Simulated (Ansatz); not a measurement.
**Effect of Li on a Na site, symmetric start on NaCl**

Base system: a 16-atom supercell of NaCl in the rock salt structure (space group Fm-3m, No. 225; a = 5.608 Å) at its relaxed geometry.

One thing is altered: one Na atom is replaced by Li, atoms relaxed at fixed cell.

Calculations: plane-wave PAW DFT at the r2SCAN level (Ansatz, an electronic-structure program, 500 eV), spin-orbit coupling left out. k-mesh 4×4×4 (Γ-centred); smearing 0.01 eV (Fermi–Dirac).

- Pressure = -0.8 GPa (base 0.0 GPa)
- Energy gained by relaxation = 0.05 eV
- Mean distance from the defect site to its nearest host atoms = 2.73 Å (base 2.80 Å)

The magnetic state is the one reached from the starting moments; the real material's order can differ, and small cells can't hold many antiferromagnetic ones. In so small a cell the defect repeats every few ångströms: this is an ordered compound, not a dilute defect. The defect started on the symmetric site and kept its symmetry, so it may sit on a saddle. Starting moments died away, wholly or in part, for Li on a Na site; another magnetic solution may exist. The defect cell is spin-polarised and ends with 0.0 μB.
